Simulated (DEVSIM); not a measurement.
Device: illuminated Si n-on-p cell, one wavelength, at 350 K.

| layer (left to right) | material | thickness (μm) | Nd (cm⁻³) | Na (cm⁻³) | τn (s) | τp (s) | absorption coefficient (cm⁻¹) |
|---|---|---|---|---|---|---|---|
| 1 | Si | 0.0670 | 2.7e18 | - | 8.4e-8 | 2.2e-6 | 170 |
| 2 | Si | 74.0 | - | 1e17 | 8.4e-6 | 8.4e-6 | 170 |

Left contact: ohmic, minority hole recombination velocity 2e5 cm/s. Right contact: ohmic, minority electron recombination velocity 6000 cm/s. Voltage is applied to the left contact. Recombination: SRH at mid-gap, radiative, Auger. Gap narrowing is on: ΔEg = 6.92 meV × (l + √(l² + 0.5)), l = ln(N/1.3e17 cm⁻³), shared equally by both band edges. Light enters at the left, 1.9e18 photons cm⁻² s⁻¹, one pass, no reflection. Mobility is μmin + (μ − μmin)/(1 + (N/Nref)^α).

The device is made up for the run: typed textbook-type constants, with dimensions and the other settings drawn at random. Values at 300 K; Nc and Nv go as T^1.5, mobilities as T to minus their exponent, the gap by Varshni's rule with the affinity fixed.

| parameter | Si |
|---|---|
| gap (eV) | 1.124 |
| affinity (eV) | 4.05 |
| permittivity | 11.7 |
| Nc (cm⁻³) | 2.86e19 |
| Nv (cm⁻³) | 3.1e19 |
| μn (cm²/Vs) | 1417 |
| μp (cm²/Vs) | 470 |
| μn,min | 52 |
| μp,min | 45 |
| Nref,n | 9.7e16 |
| Nref,p | 2.2e17 |
| αn | 0.68 |
| αp | 0.72 |
| T exponent of μn | 2.3 |
| T exponent of μp | 2.2 |
| B (cm³/s) | 4.7e-15 |
| Cn (cm⁶/s) | 2.8e-31 |
| Cp (cm⁶/s) | 9.9e-32 |
| Varshni α (eV/K) | 0.000473 |
| Varshni β (K) | 636 |

DEVSIM, 1D drift-diffusion, Boltzmann statistics, complete ionisation; no tunnelling, impact ionisation, image-force lowering or self-heating.

Base results: short-circuit current (mA/cm²) 147; open-circuit voltage (V) 0.518; fill factor 0.79; dark forward voltage at 100 A/cm² (V) 0.830.

Q: What follows from this one change: thickness of layer 1 0.067 → 0.11 μm?

A: short-circuit current little changed (148 mA/cm²); open-circuit voltage 0.518 → 0.523 V; fill factor little changed (0.79); dark forward voltage at 100 A/cm² little changed (0.829 V).

Q: What follows from this one change: recombination velocity at the right contact 6000 → 100 cm/s?

A: short-circuit current 147 → 193 mA/cm²; open-circuit voltage 0.518 → 0.528 V; fill factor little changed (0.79); dark forward voltage at 100 A/cm² 0.830 → 0.815 V.

Q: What follows from this one change: recombination velocity at the left contact 200000 → 100 cm/s?

A: short-circuit current little changed (148 mA/cm²); open-circuit voltage 0.518 → 0.588 V; fill factor 0.79 → 0.80; dark forward voltage at 100 A/cm² 0.830 → 0.816 V.

Q: What follows from this one change: constant mobility in place of the doping-dependent one?

A: short-circuit current 147 → 162 mA/cm²; open-circuit voltage 0.518 → 0.512 V; fill factor little changed (0.78); dark forward voltage at 100 A/cm² 0.830 → 0.785 V.
